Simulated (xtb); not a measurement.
xtb 6.7.1, GFN1-xTB: Fe(CO)4(MeCN), 15 atoms. The geometry is a generated start, not checked to be a minimum at this level.

```yaml
run_flags: --grad
method: GFN1-xTB
"--acc": 1 (default)
"--etemp (K)": 300 (default)
basis_functions: 60
valence_electrons: 64
```

```xyz
15

Fe     0.8906     0.5025    -0.7261
O      3.4182     0.4443     0.7269
C      2.3982     0.4348     0.2004
O     -0.3585     1.3132    -3.2339
C      0.0801     0.9774    -2.2271
O      0.9948     3.3536    -0.1236
C      0.9072     2.2279    -0.3284
O      2.0783    -1.6021    -2.3576
C      1.5746    -0.8172    -1.6883
C     -2.3428    -1.3326     1.9060
C     -1.3231    -0.7620     1.0807
N     -0.5033    -0.3025     0.4173
H     -3.3180    -1.1781     1.4442
H     -2.3306    -0.8573     2.8868
H     -2.1660    -2.4017     2.0226
```

Charge 0 and multiplicity 1 are set for this test and not shown to be the ground state.

One run each on 1 thread. Values of broydamp tried: 0.02, 0.05, 0.1, 0.2, 0.4 (default), 0.6, 0.8, 1.

Which value of broydamp needs the fewest SCC iterations, and what happens away from it?

Fewest SCC iterations, within one of each other: 0.1 with 19, 0.2 with 18, 0.4 (default) with 19. The count rises to 36 at 0.02. All converge to one solution.

| broydamp | SCC iterations | end |
|---|---|---|
| 0.02 | 36 | same solution |
| 0.05 | 28 | same solution |
| 0.1 | 19 | same solution |
| 0.2 | 18 | same solution |
| 0.4 (default) | 19 | same solution |
| 0.6 | 27 | same solution |
| 0.8 | 27 | same solution |
| 1 | 28 | same solution |
